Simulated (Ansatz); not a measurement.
# GaCuSe$_{2}$ in the chalcopyrite structure (space group I-42d, No. 122)

```
GaCuSe2
1.0
   -2.78502     2.78502     5.53739
    2.78502    -2.78502     5.53739
    2.78502     2.78502    -5.53739
Ga Cu Se
2 2 4
Direct
  0.50000   0.50000   0.00000
  0.25000   0.75000   0.50000
  0.00000   0.00000   0.00000
  0.75000   0.25000   0.50000
  0.87500   0.88320   0.50820
  0.11680   0.62500   0.99180
  0.37500   0.36680   0.49180
  0.63320   0.12500   0.00820
```

The values are results of PBEsol (Ansatz, a quantum-chemistry and plane-wave program), no spin-orbit coupling, not measurements. Settings: 8×8×8 k-points, 0.05 eV Fermi–Dirac smearing.

```yaml
volume_per_atom: 21.47 Å³
density: 5.63 g/cm³
band_gap: 0.12 eV, direct at Γ
total_energy: -5295.553 eV/atom (σ→0; compares only within this code and set-up)
```

Stability against distortions was not tested. All final runs are without spin polarisation. The zero or small gap of GaCuSe2 can change with the level of theory.
